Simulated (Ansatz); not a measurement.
The starting structures come from a database of crystals and need not be the phases stable at ambient conditions.

 Where the default PAW files enter, the runs use the earlier of Ansatz's two default sets.

Here is the system:

```xyz
4
Lattice="4.0984 0.0000 0.0000 -2.0492 3.5493 0.0000 2.0492 1.1831 7.3284" Properties=species:S:1:pos:R:3 pbc="T T T"
Tl     0.0000     2.3662     3.6642
Bi     0.0000     0.0000     0.0000
S      2.0492     3.5493     5.7586
S      2.0492     1.1831     1.5698
```

Space group of this cell: R-3m. The cell was relaxed by PBE-D3(BJ); by PBEsol its mean pressure is -0.9 GPa.

Transport runs along the normal of the first two printed cell vectors, the (001) plane of the conventional cell.

The gap is the functional's own, uncorrected, and κ follows it; spin-orbit coupling is left out. Mid-gap values are interpolated between the computed energies.

Task: Compute, with PBEsol (Ansatz, a first-principles code), the band gap and the smallest decay constant κ at mid-gap.

Result: Gap 0.27 eV on a 10×10×10 mesh; κ = 0.046 1/Å, at the zone centre.
